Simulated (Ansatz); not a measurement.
A relaxation of the atoms of KMgH₃ (P4mm, 5 atoms in the cell) with Ansatz (a program for electronic structure).

Level of theory: LDA (PW92), default PAW files made with PBE (plane waves; Ansatz).

The change in words: one atom moved by 0.15 angstrom; relax: default → atoms; relax.f_tol: default → 0.02 eV/Å. Reference geometry:
```yaml
crystal:
  lattice:
    - [3.96816, 0.00000, 0.00000]
    - [0.00000, 3.96816, 0.00000]
    - [0.00000, 0.00000, 3.96816]
  atoms:
    - { symbol: K, position: [0.00000, 0.00000, 0.00000] }
    - { symbol: Mg, position: [0.50000, 0.50000, 0.50000] }
    - { symbol: H, position: [0.50000, 0.00000, 0.50000] }
    - { symbol: H, position: [0.00000, 0.50000, 0.50000] }
    - { symbol: H, position: [0.50000, 0.50000, 0.00000] }
```

Reference input (self-consistent single point, DFT, LDA (PW92), plane waves, default PAW files made with PBE): basis.ecutwfc = 420 eV; kpoints.mp_grid.grid = 6 6 6; hamiltonian.xc = lda; hamiltonian.pseudopotentials = {kind: paw} (the program's default PAW files); scf.occupations.method = fixed. This run's input differs from it in these lines:

```diff
@@ -6,3 +6,3 @@
   atoms:
-    - { symbol: K, position: [0.00000000, 0.00000000, 0.00000000] }
+    - { symbol: K, position: [0.00000000, 0.00000000, 0.03780100] }
     - { symbol: Mg, position: [0.50000000, 0.50000000, 0.50000000] }
@@ -20,2 +20,4 @@
   occupations: { method: fixed }
+relax:
+  f_tol: 0.02
 output:
```

Log, with long lists cut:

```
   [... SCF lines of the steps left out ...]
relax step   1: F+E_penalty+E_count = -3446.29957949 eV  Δ(F+E_penalty+E_count) = +0.000e0 eV  max|allowed force component| = 3.289e-1 eV/Å  Δτ_max = 0.0000 Å  (6 SCF iters, dr2 threshold 1.00e-5 eV, accepted)
relax step   2: F+E_penalty+E_count = -3446.29264575 eV  Δ(F+E_penalty+E_count) = +6.934e-3 eV  max|allowed force component| = 2.663e-1 eV/Å  Δτ_max = 0.1948 Å  (4 SCF iters, dr2 threshold 6.76e-6 eV, rejected (line search))
relax step   3: F+E_penalty+E_count = -3446.32328447 eV  Δ(F+E_penalty+E_count) = -2.370e-2 eV  max|allowed force component| = 5.935e-2 eV/Å  Δτ_max = 0.0974 Å  (5 SCF iters, accepted)
relax step   4: F+E_penalty+E_count = -3446.32411068 eV  Δ(F+E_penalty+E_count) = -8.262e-4 eV  max|allowed force component| = 1.986e-3 eV/Å  Δτ_max = 0.0217 Å  (4 SCF iters, accepted)
the relaxation is at rest under the 8 symmetry operations that the run kept from its start: a minimum is not shown …
Stability not checked: this state was not tested for a lower state beside it, because too few of the mixer's solves of this state at the end of the SCF gave a …
Free energy (F): -3446.324111 eV
Internal energy: -3446.324111 eV  (E = F + TS)
E sigma→0 (E₀):  -3446.324111 eV
Fermi energy:    3.282771 eV
--- Forces (eV/Å), atoms counted from 1 ---
  atom   1  K      0.00000000     0.00000000    -0.00197682
  atom   2  Mg     0.00000000     0.00000000    -0.00063967
   [... lines left out ...]
  F+E_penalty+E_count = -3446.32411068 eV   max|allowed force component| = 1.986e-3 eV/Å
  atoms:
    - { symbol: K, position: [1.574900365903474e-85, 0.0, 0.007779863087228832] }
    - { symbol: Mg, position: [0.5, 0.5, 0.5075999804706243] }
    - { symbol: H, position: [0.5, 0.0, 0.5074492692677944] }
    - { symbol: H, position: [-4.661867234978108e-87, 0.5, 0.5074492692677944] }
    - { symbol: H, position: [0.5, 0.5, 0.007522617906557941] }
```

The run converged. 

Summary of the result:
| Property | Result |
|---|---|
| Free energy E − TS (on the zero of these files) | -3446.3241 eV |
| Top of the valence band (on the code's own zero) | 3.28 eV |
| Gap on the k-point mesh | 2.20 eV |
| Pressure | -1.59 GPa |
| Largest force (vector length) | 0.002 eV/Å |
| Relaxation steps | 4 |

The starting cell comes from a database of computed structures (which also holds hypothetical and non-ambient phases and stackings), without a prior relaxation at this level. Its lattice was rescaled by up to half a per cent. For this run, on top of that: one atom moved by 0.15 angstrom. The relaxation keeps the symmetry of its start, so its end need not be a minimum. Ansatz's pressure includes its estimate of the finite-basis (Pulay) stress.

Keys are those of Ansatz 0.2.
